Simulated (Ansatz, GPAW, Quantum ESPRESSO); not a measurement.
**FeGe (P2_13, 8 atoms in the cell) computed with different codes at matched settings**

Self-consistent single point.

```yaml
crystal:
  lattice:
    - [4.72194, 0.00000, 0.00000]
    - [0.00000, 4.72194, 0.00000]
    - [0.00000, 0.00000, 4.72194]
  atoms:
    - { symbol: Fe, position: [0.13476, 0.13476, 0.13476], spin: 4.0 }
    - { symbol: Fe, position: [0.36524, 0.86524, 0.63476], spin: 4.0 }
    - { symbol: Fe, position: [0.63476, 0.36524, 0.86524], spin: 4.0 }
    - { symbol: Fe, position: [0.86524, 0.63476, 0.36524], spin: 4.0 }
    - { symbol: Ge, position: [0.84497, 0.84497, 0.84497] }
    - { symbol: Ge, position: [0.65503, 0.15503, 0.34497] }
    - { symbol: Ge, position: [0.34497, 0.65503, 0.15503] }
    - { symbol: Ge, position: [0.15503, 0.34497, 0.65503] }
```
(The spins are starting values, not results.)

Shared settings, as Ansatz (a program for electronic structure) writes them: kpoints.mp_grid.grid = 3 3 3; scf.occupations.method = fermi_dirac; scf.occupations.width = 0.1 eV. Potentials and cutoffs stand in the table.

```csv
code,model,pressure (GPa),largest force (eV/Å),size of the net moment (μB/atom),cutoff
Ansatz,"PBEsol, default PAW files made with PBE",-12.47,0.350,0.56,default
GPAW,"PBEsol, GPAW PAW datasets PBEsol (made by gpaw-setup)",-11.64,0.352,0.56,800 eV
Quantum ESPRESSO,"PBEsol, PSlibrary PAW (PBE) pseudopotentials",-10.94,0.354,0.56,55 Ry
```

Size of the force on each atom (eV/Å): Sizes of forces hide their directions.

```tsv
code	Fe1	Fe2	Fe3	Fe4	Ge5	Ge6	Ge7	Ge8
Ansatz	0.133	0.133	0.133	0.133	0.350	0.350	0.350	0.350
GPAW	0.094	0.094	0.094	0.094	0.352	0.352	0.352	0.352
Quantum ESPRESSO	0.074	0.074	0.074	0.074	0.354	0.354	0.354	0.354
```

On Ansatz's run: the magnetic order is the one reached from the typed start; others were not searched systematically.

The spread over the programs that give each value: pressure within 1.53 GPa; largest force within 0.004 eV/Å; size of the net moment within 0.00 μB/atom.

Ansatz's pressure is given at a fixed set of plane waves, as the other plane-wave codes print theirs; with its correction for the finite basis it is -12.41 GPa.

The shared mesh is coarse (it stands for a supercell whose shortest vector is 14 Å), so the values are not converged in it.

The starting cell comes from a database of computed structures (which also holds hypothetical and non-ambient phases and stackings), without a prior relaxation at this level. Its lattice was rescaled by a random factor within 2.5 % of one.

Keys are those of Ansatz 0.2.
